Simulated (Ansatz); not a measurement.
Results of LDA (Ansatz, a first-principles code, plane waves, PAW) for ZnS (P3m1, No. 156, 40 atoms in the cell; start mp-557418; a measured phase of this formula has another space group).

Run with plane-wave cutoff 520 eV, 12×12×1 k mesh (along the axes of the cell as run), Fermi–Dirac smearing 0.01 eV, scalar-relativistic PAW data made under PBE.

Cell (relaxed at this level):

ZnS is taken in the trigonal space group P3m1 (No. 156), Pearson symbol hP40. Cell: a = b = 3.7428 Å, c = 61.2361 Å, α = β = 90.00°, γ = 120.00°. Zn1 on 1a sees 4 S at 2.292 Å (tetrahedral). Zn2 on 1b is coordinated by 4 S at 2.293 Å (tetrahedral). Zn3 on 1b is coordinated by 4 S at 2.293 Å (tetrahedral). Zn4 on 1c has 4 S at 2.294–2.298 Å (tetrahedral). Zn5 on 1c is surrounded by 4 S at 2.293 Å (tetrahedral). Zn6 on 1a is surrounded by 4 S at 2.293 Å (tetrahedral). Zn7 on 1b sees 4 S at 2.293 Å (tetrahedral). Zn8 on 1c is surrounded by 4 S at 2.294–2.298 Å (tetrahedral). 32 further independent sites are not listed. (Neighbours: up to the widest gap in distance over summed covalent radii, below 1.35, at either atom; cation-cation and far metal-metal contacts left out.)

Question: Predict the band gap.

Answer: 
- band gap: 2.15 eV (on the SCF k mesh)

Note: the relaxation could not lower the start's symmetry, so the cell can be a saddle point above a distorted one.

The result took roughly 30 core-minutes.

A start named mp-… is a Materials Project structure, which need not be a measured phase.
